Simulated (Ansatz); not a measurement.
Consider a periodic stack without vacuum, fcc Al (0 0 1) on cubic SrTiO3 (0 0 1) (film strained to the substrate, started from cuts of the bulks and a machine-learned relaxation; slabs Sr3Ti4O11 and Al12, which can lie off the formulas): substrate slab Sr3Ti4O11, film Al12, surface cells [[0, 1], [-1, 0]] and [[0, -1], [2, 1]], film strained by -2.6 and -2.6 %, outermost planes OTi/OTi and Al/Al as cut, which need not be the usual terminations and can put a slab off its formula. Its start:

```xyz
30
Lattice="3.9368 0.0000 0.0209 0.0000 3.9368 0.0623 -0.1877 1.4111 26.3984" Properties=species:S:1:pos:R:3 pbc="T T T"
Sr     0.1142     3.7156     3.0720
Ti     2.0912     1.7696     1.0773
O      0.1239     1.7578     1.0717
O      2.0981     3.7356     1.1033
O      2.0865     1.7394     3.0379
Sr     0.0965     3.6509     7.0157
Ti     2.0744     1.7133     5.0109
O      0.1064     1.7120     5.0292
O      2.0747     3.6801     5.0707
O      2.0648     1.6821     7.0213
Sr     0.0796     3.6006    10.9658
Ti     2.0564     1.6571     8.9759
O      0.0869     1.6519     8.9942
O      2.0552     3.6214     9.0359
O      2.0451     1.6222    10.9962
Ti     2.0398     1.5995    12.9204
O      0.0703     1.5698    12.9689
O      2.0351     3.5651    13.0023
Al     2.0092     5.2658    17.1511
Al     0.0408     3.3150    16.9276
Al     0.0433     5.3768    14.9828
Al     2.0151     3.4162    14.9503
Al     1.9830     5.1255    21.3550
Al     0.0151     3.1577    21.2379
Al     0.0281     5.1746    19.2238
Al     1.9968     3.2173    19.1120
Al     1.9474     5.0856    25.5487
Al    -0.0174     3.1174    25.5231
Al    -0.0074     5.1033    23.5574
Al     1.9655     3.1283    23.3211
```

The start was prepared with a machine-learned potential, and the result is one local minimum, with the in-plane cell held and forces under 0.04 eV/Å; the film can end far from its bulk form.

All values below come from PBE (plane waves to 420 eV, PAW; Ansatz, a quantum-chemistry and plane-wave program). No spin–orbit coupling; the runs are not spin-polarised; PBE gaps are too small against experiment. Its k-point mesh 8×8×1, Fermi–Dirac width 0.05 eV.

Question: Predict the relaxed interface.

Answer: 
* **interface area**: 15.5 Å²
* **period**: 26.42 Å
* **heights between the nearest atoms of the two slabs at the two interfaces**: 1.94 and 1.95 Å
* **Al–Ti contacts across the interfaces within 1.22 times the sum of covalent radii**: 8, mean 2.86 Å
* **Al–O contacts across the interfaces within 1.22 times the sum of covalent radii**: 4, mean 1.96 Å
